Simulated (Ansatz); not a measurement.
Band structure of SrBr2 (P6_3/mmc, 6 atoms in the cell).

```yaml
crystal:
  lattice:
    - [3.84512, 0.00000, 0.00000]
    - [-1.92256, 3.32997, 0.00000]
    - [0.00000, 0.00000, 14.95595]
  atoms:
    - { symbol: Sr, position: [0.33333, 0.66667, 0.25000] }
    - { symbol: Sr, position: [0.66667, 0.33333, 0.75000] }
    - { symbol: Br, position: [0.33333, 0.66667, 0.62750] }
    - { symbol: Br, position: [0.66667, 0.33333, 0.12750] }
    - { symbol: Br, position: [0.66667, 0.33333, 0.37250] }
    - { symbol: Br, position: [0.33333, 0.66667, 0.87250] }
```

Method: PBE (plane waves, PAW; Ansatz, an electronic-structure program).

Settings: kpoints.mp_grid.grid = 7 7 2; hamiltonian.xc = pbe; hamiltonian.pseudopotentials = {kind: paw} (the program's default PAW files); scf.occupations.method = methfessel_paxton; scf.occupations.width = 0.1 eV; kpoints.band_path.npoints = 6.

The starting cell was generated: these elements placed on a structure prototype, without a prior relaxation; it need not be a known phase or ordering of this composition.

Q: Predict the gap along the standard path and the places of the band edges.

A: The gap along the path is 4.09 eV, from Γ to M; the smallest direct gap on it is 4.31 eV. Another conduction valley lies within 0.1 eV, so the order of the valleys is not sure.

Levels in eV from the top of the valence band on the path, bands 21 to 28:
```json
[
 {"point": "Γ", "21": "-0.03", "22": "-0.03", "23": "0.00", "24": "0.00", "25": "4.57", "26": "5.27", "27": "5.90", "28": "5.90"},
 {"point": "M", "21": "-0.47", "22": "-0.43", "23": "-0.28", "24": "-0.21", "25": "4.09", "26": "4.25", "27": "6.80", "28": "7.14"},
 {"point": "K", "21": "-0.92", "22": "-0.92", "23": "-0.49", "24": "-0.49", "25": "5.02", "26": "5.06", "27": "7.32", "28": "7.32"},
 {"point": "A", "21": "-0.01", "22": "-0.01", "23": "-0.01", "24": "-0.01", "25": "4.92", "26": "4.92", "27": "5.88", "28": "5.88"},
 {"point": "L", "21": "-0.45", "22": "-0.45", "23": "-0.24", "24": "-0.24", "25": "4.17", "26": "4.17", "27": "6.91", "28": "6.91"},
 {"point": "H", "21": "-0.85", "22": "-0.85", "23": "-0.52", "24": "-0.52", "25": "5.04", "26": "5.04", "27": "7.37", "28": "7.37"}
]
```

Keys are those of Ansatz 0.2.
